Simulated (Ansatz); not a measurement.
Base system: GaN in the rock salt structure (space group Fm-3m, No. 225; a = 4.219 Å; a model cell).

Modification: cell and atoms relaxed at a pressure of 1.5 GPa.

Levels (all Ansatz, a first-principles code, PAW): PBEsol (420 eV, no spin-orbit coupling); PBEsol+SOC (420 eV, with spin-orbit coupling).

The geometry is relaxed with PBEsol.

* **PBEsol band gap**: 0.58 eV
* **PBEsol smallest direct gap**: 2.88 eV
* **PBEsol gap character**: indirect, K–Γ (52 % along) → X

With PBEsol+SOC at the same geometry, the band gap remains 0.58 eV; the smallest direct gap drops by 0.017 eV (2.88 eV → 2.87 eV); the gap character is still indirect, K–Γ (52 % along) → X.

Single points use the geometry relaxed with PBEsol. Differences between runs with and without spin-orbit coupling are approximate. Load acts through the strain it causes; cell and atoms are relaxed under it. Whether these cells are dynamically stable was not tested. The base started in Pnma and relaxed to Fm-3m at this level. This is not the structure that GaN has at room temperature and ambient pressure.
